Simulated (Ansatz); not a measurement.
Consider ZnS in the zinc blende structure (space group F-43m, No. 216).

```
CELL_PARAMETERS angstrom
      0.00000     2.67826     2.67826
      2.67826     0.00000     2.67826
      2.67826     2.67826     0.00000
ATOMIC_POSITIONS crystal
  S  0.25000 0.25000 0.25000
  Zn 0.00000 0.00000 0.00000
```

Method: Kohn–Sham DFT with the PBEsol functional, run in Ansatz (an electronic-structure program) with PAW and 420 eV plane waves, scalar-relativistic without spin-orbit coupling.

Base values:

| Item | Value |
|---|---|
| Density | 4.21 g/cm³ |
| Band gap | 2.09 eV |
| Hole mass | 0.18, 0.68, 0.68 mₑ (at Γ) |

Now apply this change: cell and atoms relaxed at a pressure of 4.5 GPa.

Problem. Estimate the effect on the density, band gap and hole mass.

Solution. The density increases by 0.22 g/cm³, from 4.21 g/cm³ to 4.43 g/cm³; the band gap goes up by 0.22 eV (2.09 eV → 2.31 eV); the hole mass (degenerate bands, along [100]) becomes 0.19, 0.62, 0.62 mₑ (at Γ) (base: 0.18, 0.68, 0.68 mₑ (at Γ)).

Load acts through the strain it causes; cell and atoms are relaxed under it. Effective masses come from finite differences of ±0.01 Å⁻¹. Whether these cells are dynamically stable was not tested. Tetrahedral semiconductors of this kind turn to denser phases somewhere between about 1 and 50 GPa; those were not computed, so compressed cells here can lie past the real transition.
